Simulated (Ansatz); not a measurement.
# One base run on Mg6VSi (Amm2, 8 atoms in the cell) and variants with one or two settings moved

```xyz
8
Lattice="5.0773 0.0000 0.0000 0.0000 3.0198 5.5126 0.0000 -3.0198 5.5126" Properties=species:S:1:pos:R:3 pbc="T T T"
Mg     2.5387     1.5058     4.6100
Mg     2.5387    -1.5058     4.6100
Mg     0.0000     1.5292     6.4476
Mg     0.0000    -1.5292     6.4476
Mg     0.0000     0.0000     3.6114
Mg     0.0000     0.0000     9.1467
V      2.5387     0.0000     1.8639
Si     2.5387     0.0000     7.3640
```
Moments meant for the start (each program seeds them in its own way; μB, in the order of the atoms Mg Mg Mg Mg Mg Mg V Si): 0.0 0.0 0.0 0.0 0.0 0.0 2.0 0.0.

Base run A: PBEsol, harder PAW files (source: ansatz) made with PBE (Ansatz, a first-principles code), self-consistent single point.

Its settings: basis.ecutwfc = 840 eV; kpoints.mp_grid.grid = 5 4 4; hamiltonian.xc = pbesol; hamiltonian.pseudopotentials = {kind: paw, source: ansatz}; magnetization.spin_polarized = true; scf.occupations.method = fermi_dirac; scf.occupations.width = 0.1 eV.

The starting cell comes from a database of computed structures (which also holds hypothetical and non-ambient phases and stackings), without a prior relaxation at this level. Its lattice was rescaled by a random factor within 2.5 % of one. With one magnetic atom in the cell only a parallel order is possible. In the base run, with a pressure of about -4 GPa the cell is away from its equilibrium volume at this level. Ansatz's pressure includes its estimate of the finite-basis (Pulay) stress.

ΔF is the free energy per atom less that of run A. 

Run A gave: pressure (GPa) -3.73; largest force (eV/Å) 0.086; size of the net moment (μB/atom) 0.38; k-points 21; valence electrons 77.

Runs:
- B: kpoints.mp_grid.grid: 5 4 4 → 3 3 3; kpoints.mp_grid.shift: default → 0.5 0.5 0.5
- C: parallel starting moments (0 0 0 0 0 0 0.1 0 μB)
- D: scf.occupations.method: fermi_dirac → cold; scf.occupations.width: 0.1 eV → 0.3 eV
- E: scf.convergence.dr2_threshold: default (1e-07 eV) → 0.01 eV
- F: 1 x 2 x 1 supercell, mesh divided to match; kpoints.mp_grid.grid: 5 4 4 → 5 2 4
- G: scf.mixing.algorithm: default (the program chose MSR1) → anderson; scf.mixing.beta: default → 0.02
- H: scf.mixing.preconditioner: default (the program chose Kerker) → kerker; scf.mixing.q_tf: default → 0.2

Question: What does run D change against A?

Answer: The free energy rises by 10.6 meV/atom, the pressure hardly changes (-3.73 to -3.77 GPa), the largest force moves little (0.086 to 0.088 eV/Å) and the size of the net moment moves little (0.38 to 0.39 μB/atom).

```
run  ΔF (meV/atom)  pressure (GPa)  largest force (eV/Å)  size of the net moment (μB/atom)  k-points  valence electrons
---  -------------  --------------  --------------------  --------------------------------  --------  -----------------
A             0.00           -3.73                 0.086                              0.38        21                 77
B              5.7           -3.75                 0.068                              0.38         8                 77
C             0.00           -3.73                 0.086                              0.38        21                 77
D             10.6           -3.77                 0.088                              0.39        21                 77
E             0.03           -3.72                 0.086                              0.38        21                 77
F             0.00           -3.73                 0.086                              0.38        18                154
G             0.00           -3.73                 0.086                              0.38        21                 77
H             0.00           -3.73                 0.086                              0.38        21                 77
```

Keys are those of Ansatz 0.2.
